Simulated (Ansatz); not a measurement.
Density of states of V2O5 (P2_1/m) below the valence band maximum, PBEsol+D3BJ, rigid bands (Ansatz, a quantum-chemistry and plane-wave program); cell volume 153.9 Å³.

```
energy from edge (eV)  10⁻³ states/eV/cell
---------------------  -------------------
0.006                                  618
0.031                                 1600
0.056                                 2760
0.081                                 6380
0.106                                 9750
0.131                                14500
0.156                                11100
0.181                                 8560
0.206                                 7330
0.231                                 7850
0.256                                12800
0.281                                14000
0.319                                13200
0.344                                10800
0.369                                 9380
0.394                                11100
0.419                                12400
0.444                                11300
0.469                                12900
0.494                                12600
0.519                                12200
0.544                                 9510
0.569                                10400
0.594                                11000
```

Q: What effective density of states at 300 K does this give (∫ g(E) exp(−E/k_BT) dE, both spins, divided by the cell's size)?

A: 2.8e20 cm⁻³, a density-of-states mass of 5.0 mₑ, valleys and band degeneracy included.

Spin-orbit coupling is left out; where it splits the top of the valence band, N_v and the p-type Seebeck coefficient come out somewhat high without it. Geometry: cell and atoms relaxed with PBEsol+D3(BJ).

Computed structure with no diffraction record at hand here (it may be known, metastable or hypothetical): V2O5 (P2_1/m). Treated as nonmagnetic, magnetic states not searched for: V2O5 (P2_1/m). PBEsol with a dispersion correction tends to overbind, so the cell can be several per cent short, in bad cases over ten, which usually narrows a gap: V2O5 (P2_1/m).
